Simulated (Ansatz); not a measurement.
For PtS2 (model structure, started from the rutile type, P4₂/mnm, No. 136, 6 atoms in the cell), PBEsol in Ansatz (plane waves, PAW) gives:

| Item | Result |
|---|---|
| equilibrium lattice constant a | 5.362 Å |
| c axis length | 3.792 Å |

Problem. What does PBE-D3(BJ) (Ansatz, a quantum-chemistry and plane-wave program, PAW) give for the same quantities?

Solution. 
- lattice constant a: 5.373 Å (increases by 0.2 %)
- lattice parameter c: 3.807 Å (rises by 0.4 %)

Changes are worked out from the printed values.

Unless a cell is named, each level is at its own relaxed cell (PBEsol 18.17, PBE-D3(BJ) 18.32 Å³/atom).

Levels without +SOC leave out spin–orbit coupling, which shifts energies and cells of such heavy elements.

Ansatz's density-functional and Hartree–Fock values are scalar-relativistic unless marked +SOC, with PAW data made under PBE.

A model structure was made by putting elements into a prototype or built by hand; it is no filed structure, need not be a known phase, and can be a saddle point held by its symmetry.
